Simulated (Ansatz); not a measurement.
## What pressure 1.5 GPa does to InSb

Start from InSb in the zinc blende structure (space group F-43m, No. 216; a = 6.5559 Å).

Modification: cell and atoms relaxed at a pressure of 1.5 GPa.

Method: r2SCAN/PAW in Ansatz (a first-principles code), no spin-orbit coupling. k-mesh 12×12×12 (Γ-centred); smearing 0.05 eV (Fermi–Dirac).

```json
[
 {"quantity": "volume per atom", "base": "35.22 Å³", "changed": "34.12 Å³", "shift": "-1.10 Å³"},
 {"quantity": "density", "base": "5.58 g/cm³", "changed": "5.76 g/cm³", "shift": "+0.18 g/cm³"},
 {"quantity": "shortest interatomic distance", "base": "2.839 Å", "changed": "2.809 Å", "shift": "-0.030 Å"},
 {"quantity": "enthalpy H = E + PV relative to the base's energy", "base": "–", "changed": "+0.32 eV/atom", "shift": "–"},
 {"quantity": "band gap", "base": "zero", "changed": "0.22 eV", "shift": "–"},
 {"quantity": "valley order (the lowest conduction-band minima on the path, energy above the VBM, named in the base's zone)", "base": "Γ 0.02 eV; L along ⟨111⟩ 0.77 eV; a point along ⟨100⟩, about 0.8 Å⁻¹ from Γ 1.48 eV", "changed": "Γ 0.22 eV; L along ⟨111⟩ 0.84 eV; a point along ⟨100⟩, about 0.8 Å⁻¹ from Γ 1.44 eV", "shift": "–"}
]
```

Final structure:

```xyz
2
Lattice="0.0000 3.2433 3.2433 3.2433 0.0000 3.2433 3.2433 3.2433 0.0000" Properties=species:S:1:pos:R:3 pbc="T T T"
Sb     4.8650     4.8650     4.8650
In     0.0000     0.0000     0.0000
```

Spin-orbit coupling, missing from the scalar runs, can matter with Sb. Load acts through the strain it causes; cell and atoms are relaxed under it. Whether these cells are dynamically stable was not tested. The final runs are not spin-polarised. Gaps under 0.05 eV, about the width of the smearing, are given as zero. The zero or small gap of InSb can change with the level of theory.
